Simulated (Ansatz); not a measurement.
# BP, response to strain

The parent structure is BP in the zinc blende structure (space group F-43m, No. 216; a = 4.4905 Å). Axes: x, y, z lie along the cube axes.

Strains are applied to the cell and any free atomic positions relax; under biaxial strain the out-of-plane vector relaxes too.

Level of theory: LDA (Ansatz, a quantum-chemistry and plane-wave program, PAW, scalar-relativistic without spin-orbit coupling).

Notes on the quantities. pressure: mean of the normal stresses, compression positive.

```tsv
case	ratio −ε⊥/ε∥	pressure	band gap	smallest direct gap
base	–	-0.01 GPa	1.14 eV	3.43 eV
biaxial strain −2.08 %, plane normal [111], relaxed out of plane	0.22	7.10 GPa	0.96 eV	3.08 eV
biaxial strain −1.67 %, plane normal [111], relaxed out of plane	0.22	(withheld)	(withheld)	(withheld)
biaxial strain −1.25 %, plane normal [111], relaxed out of plane	0.22	4.12 GPa	1.05 eV	3.23 eV
biaxial strain −0.42 %, plane normal [111], relaxed out of plane	–	1.34 GPa	1.12 eV	3.36 eV
biaxial strain +0.42 %, plane normal [111], relaxed out of plane	–	-1.30 GPa	1.12 eV	3.36 eV
biaxial strain +1.25 %, plane normal [111], relaxed out of plane	0.21	-3.73 GPa	1.08 eV	3.23 eV
biaxial strain +1.67 %, plane normal [111], relaxed out of plane	0.20	-4.90 GPa	1.06 eV	3.17 eV
biaxial strain +2.08 %, plane normal [111], relaxed out of plane	0.20	-5.99 GPa	1.04 eV	3.11 eV
biaxial strain +2.50 %, plane normal [111], relaxed out of plane	0.20	-7.08 GPa	1.02 eV	3.05 eV
```

Task: Some entries are withheld; estimate them.

Result: 
- biaxial strain −1.67 %, plane normal [111], relaxed out of plane, pressure: 5.61 GPa
- biaxial strain −1.67 %, plane normal [111], relaxed out of plane, band gap: 1.01 eV
- biaxial strain −1.67 %, plane normal [111], relaxed out of plane, smallest direct gap: 3.15 eV

No phonon test of stability was made.
